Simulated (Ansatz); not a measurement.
# Pt: response to strain

The parent structure is Pt in the fcc (Cu type) structure (space group Fm-3m, No. 225; a = 3.940 Å). Axes: x, y, z lie along the cube axes.

Strains are applied to the cell and any free atomic positions relax; under biaxial strain the out-of-plane vector relaxes too; under stress the whole cell relaxes.

All numbers come from r2SCAN (Ansatz, an electronic-structure program; PAW; 500 eV plane waves; spin-orbit coupling left out).

Notes on the quantities. pressure: mean of the normal stresses, compression positive; energy relative to the base: free energy F.

```json
[
 {"variant": "base", "pressure": "0.0 GPa", "energy relative to the base": "0 meV/atom", "shortest interatomic distance": "2.786 Å", "space group": "Fm-3m (No. 225)"},
 {"variant": "biaxial strain −2.23 %, plane normal [001], relaxed out of plane", "pressure": "4.2 GPa", "energy relative to the base": "+13 meV/atom", "shortest interatomic distance": "2.724 Å", "space group": "I4/mmm (No. 139)"},
 {"variant": "biaxial strain +2.49 %, plane normal [110], relaxed out of plane", "pressure": "?", "energy relative to the base": "?", "shortest interatomic distance": "?", "space group": "Immm (No. 71)"},
 {"variant": "biaxial strain −2.39 %, plane normal [111], relaxed out of plane", "pressure": "5.9 GPa", "energy relative to the base": "+18 meV/atom", "shortest interatomic distance": "2.720 Å", "space group": "R-3m (No. 166)"},
 {"variant": "isotropic strain +1.26 %", "pressure": "-9.2 GPa", "energy relative to the base": "+18 meV/atom", "shortest interatomic distance": "2.821 Å", "space group": "Fm-3m (No. 225)"},
 {"variant": "isotropic strain +4.60 %", "pressure": "-25.2 GPa", "energy relative to the base": "+0.201 eV/atom", "shortest interatomic distance": "2.914 Å", "space group": "Fm-3m (No. 225)"},
 {"variant": "uniaxial strain ε_xx = +0.29 %", "pressure": "-0.8 GPa", "energy relative to the base": "+0.1 meV/atom", "shortest interatomic distance": "2.786 Å", "space group": "I4/mmm (No. 139)"},
 {"variant": "uniaxial strain ε_yy = +5.86 %", "pressure": "-12.8 GPa", "energy relative to the base": "+48 meV/atom", "shortest interatomic distance": "2.786 Å", "space group": "I4/mmm (No. 139)"},
 {"variant": "uniaxial stress, 3 GPa compression along z", "pressure": "–", "energy relative to the base": "+4.9 meV/atom", "shortest interatomic distance": "2.764 Å", "space group": "I4/mmm (No. 139)"},
 {"variant": "uniaxial stress, 1 GPa tension along z", "pressure": "–", "energy relative to the base": "+0.3 meV/atom", "shortest interatomic distance": "2.778 Å", "space group": "I4/mmm (No. 139)"}
]
```

Q: What belongs in the blanks?

A: 
- biaxial strain +2.49 %, plane normal [110], relaxed out of plane, pressure: -5.5 GPa
- biaxial strain +2.49 %, plane normal [110], relaxed out of plane, energy relative to the base: +19 meV/atom
- biaxial strain +2.49 %, plane normal [110], relaxed out of plane, shortest interatomic distance: 2.717 Å

A biaxial case was relaxed in a doubled cell and then solved in the primitive one. Without a gap, meshes like the base's 20×20×20 leave anisotropic stresses uncertain by several tenths of a GPa, and small strain energies with them. Beyond what the load breaks, stability against distortions was not tested. All final runs are without spin polarisation. Pt lies near a magnetic instability that expansion can trigger; it was not tested.
